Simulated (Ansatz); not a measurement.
Adsorption energy and surface dipole of F on the 1x1 (110) surface of bcc Ta, one in a 2x2 cell, started at the site 'hollow Ta-Ta-Ta', worked from the runs' numbers; total energies count from the potentials' own zero.

Computed with PBE (plane waves to 420 eV, PAW; Ansatz, a program for electronic structure).

Set-up: 17 atoms, 6.8 Å thick at the start under the adsorbate (thin: gaps and levels are the slab's own); mesh 5x5x1; 0.1 eV smearing; dipole correction on; 8 atoms held, the rest relaxed; symmetry of the start imposed; no spin, no spin-orbit, no U, no dispersion correction. At the end it is bonded to 3 Ta. In PBE it is, or lies within 0.03 eV of, the lowest of the starts that converged.

```
quantity                                                             value
----------------------------------------------------------  --------------
slab with the adsorbate                                     -159717.007 eV
clean slab, same cell and mesh                              -158906.894 eV
reference, ½ F2(g)                                             -805.593 eV
area of the cell                                                  31.16 Å²
change of the step from the bottom to the top vacuum level       -0.260 eV
```

Question: What is the adsorption energy against this reference?

Answer: E(slab + adsorbate) − E(slab) − E(reference) = -4.52 eV, so in this state the adsorbate is more stable than in the reference, at a coverage of 3.21 a nm².

Question: What dipole does adsorption add to the slab along the outward normal (Helmholtz relation, ε₀ = 0.005526 e/(V·Å))?

Answer: p = −ε₀·A·ΔV = 0.045 e·Å = 0.22 D; its positive end points to the vacuum, which lowers the vacuum level.
